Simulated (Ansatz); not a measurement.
Start from ZnO in the wurtzite structure (space group P6_3mc, No. 186; a = 3.187 Å, c = 5.153 Å). Axes: x lies along a and z along c of the hexagonal cell.

Method: LDA (Ansatz, an electronic-structure program), no spin-orbit coupling.

Strains are applied to the cell and any free atomic positions relax.

One change was made to it. Results:

The band gap drops by 0.09 eV, from 0.80 eV to 0.71 eV; the gap character is still direct at Γ; the shortest interatomic distance goes up by 0.0186 Å to 1.962 Å.

Task: Which of these changes matches the shifts?
(A) uniaxial strain ε_zz = +0.60 %
(B) uniaxial strain ε_zz = +1.20 %
(C) uniaxial strain ε_zz = +3.00 %

Result: C, uniaxial strain ε_zz = +3.00 %. For comparison, the band gap in the other runs: uniaxial strain ε_zz = +0.60 % gives 0.78 eV; uniaxial strain ε_zz = +1.20 % gives 0.77 eV.

No phonon test of stability was made.
